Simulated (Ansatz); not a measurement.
## Several settings converged on HfSi (Pnma, 8 atoms in the cell)

```yaml
crystal:
  lattice:
    - [6.84181, 0.00000, 0.00000]
    - [0.00000, 3.75692, 0.00000]
    - [0.00000, 0.00000, 5.20778]
  atoms:
    - { symbol: Hf, position: [0.67514, 0.25000, 0.37439] }
    - { symbol: Hf, position: [0.32486, 0.75000, 0.62561] }
    - { symbol: Hf, position: [0.82486, 0.75000, 0.87439] }
    - { symbol: Hf, position: [0.17514, 0.25000, 0.12561] }
    - { symbol: Si, position: [0.54312, 0.25000, 0.86087] }
    - { symbol: Si, position: [0.45688, 0.75000, 0.13913] }
    - { symbol: Si, position: [0.95688, 0.75000, 0.36087] }
    - { symbol: Si, position: [0.04312, 0.25000, 0.63913] }
```

Base method: LDA (PW92), default PAW files made with PBE (plane waves; Ansatz, a quantum-chemistry and plane-wave program).

Base settings: basis.ecutwfc = 420 eV; kpoints.mp_grid.grid = 3 7 5; hamiltonian.xc = lda; hamiltonian.pseudopotentials = {kind: paw} (the program's default PAW files); scf.occupations.method = gaussian; scf.occupations.width = 0.1 eV.

Core times come from one kind of shared machine, to one figure; runs under 30 s give none.

**Zone-centre phonons against the cutoff**

In this ladder: phonons.method = dfpt.

The mesh stays at the base's, so the ladder's end is converged at best in this setting alone.

Frequencies are those of the unrelaxed cell, without the LO-TO term of polar crystals.

Only quantities that move along the ladder and can be compared are tabulated.

```tsv
basis.ecutwfc	highest zone-centre frequency (cm⁻¹)	lowest optical frequency (cm⁻¹)	core time / last (rough)
210 eV	409.8	78.5	0.3
295 eV	399.6	109.3	0.4
420 eV	401.5	108.1	0.8
505 eV	401.4	108.1	1
```

Coarsest basis.ecutwfc that holds the lowest optical frequency within 1 cm⁻¹ of the last step, with all finer ones: 420 eV; the step before is off by 1.2 cm⁻¹.

Coarsest basis.ecutwfc that holds the highest zone-centre frequency within 1 cm⁻¹ of the last step, with all finer ones: 420 eV; the step before is off by 1.8 cm⁻¹.

**Zone-centre phonons against the mesh**

In this ladder: phonons.method = dfpt.

Frequencies are those of the unrelaxed cell, without the LO-TO term of polar crystals.

Only quantities that move along the ladder and can be compared are tabulated.

```csv
kpoints.mp_grid.grid,highest zone-centre frequency (cm⁻¹),lowest optical frequency (cm⁻¹),core time / last (rough)
2 3 2,413.0,102.8,0.08
3 5 3,399.6,102.2,0.1
3 6 4,405.0,111.2,0.2
5 8 6,400.7,106.2,1
```

Coarsest kpoints.mp_grid.grid that holds the highest zone-centre frequency within 10 cm⁻¹ of the last step, with all finer ones: 3 5 3, at about 0.1 of the last step's time; the step before is off by 12 cm⁻¹.

Coarsest kpoints.mp_grid.grid that holds the lowest optical frequency within 2 cm⁻¹: not settled: the last two steps still differ by 5.0 cm⁻¹, over half the tolerance, so the ladder does not show it.

On the base run: the starting cell comes from a database of computed structures (which also holds hypothetical and non-ambient phases and stackings), without a prior relaxation at this level. Its lattice was rescaled by up to half a per cent. In the base run, with a pressure of about -4 GPa the cell is away from its equilibrium volume at this level.

Keys are those of Ansatz 0.2.
